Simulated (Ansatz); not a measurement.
Functionals compared on a constructed model of the (100) surface of fcc Al, a pseudomorphic layer of Pt in the host's stacking (bottom of the slab: a bare face, its two planes held), in Ansatz (plane waves, PAW). The structure was relaxed with PBE; the other rows are single points on it. Cutoff 420 eV (500 eV for r2SCAN).

Slab: 7 atoms, 11.9 Å thick at the start; k 13x13x1, smearing 0.1 eV, dipole-corrected; 2 atoms held, the rest relaxed; held to the start's symmetry, so lower structures may exist; no spin, no spin-orbit, no U. It is one candidate, not shown to be the stable structure of the face. These notes are the PBE run's.

```
functional  work function of the top face (eV)  rough cost of the single point
----------  ----------------------------------  ------------------------------
PBE                                       4.99                               –
RPBE                                      4.82  around 10 core-seconds (rough)
r2SCAN                                       …         roughly 21 core-seconds
```

### Question
What belongs in the gaps?

### Answer

- r2SCAN, work function of the top face (eV): 5.00

Ansatz is a program for electronic structure.
